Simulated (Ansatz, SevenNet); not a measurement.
For GeSe (model structure, started from the NiAs type, P6₃/mmc, No. 194, 4 atoms in the cell), the machine-learned potential SevenNet-0 (trained on PBE and PBE+U data) gives:

```
Quantity                         Result
------------------------------  -------
equilibrium lattice constant a  4.011 Å
lattice parameter c             6.694 Å
```

### Question
What does PBE-D3(BJ) in Ansatz (plane waves, PAW) give for the same quantities?

### Answer

- lattice constant a: 3.857 Å (decreases by 3.8 %)
- lattice parameter c: 6.912 Å (increases by 3.3 %)

Changes are worked out from the printed values.

Unless a cell is named, each level is at its own relaxed cell (SevenNet-0 23.32, PBE-D3(BJ) 22.26 Å³/atom).

Caveats: a distance lies near a switch of the dispersion term, which can move the cell (PBE-D3(BJ)). Ansatz's density-functional and Hartree–Fock values are scalar-relativistic unless marked +SOC, with PAW data made under PBE.

A model structure was made by putting elements into a prototype or built by hand; it is no filed structure, need not be a known phase, and can be a saddle point held by its symmetry.

Ansatz is an electronic-structure program.
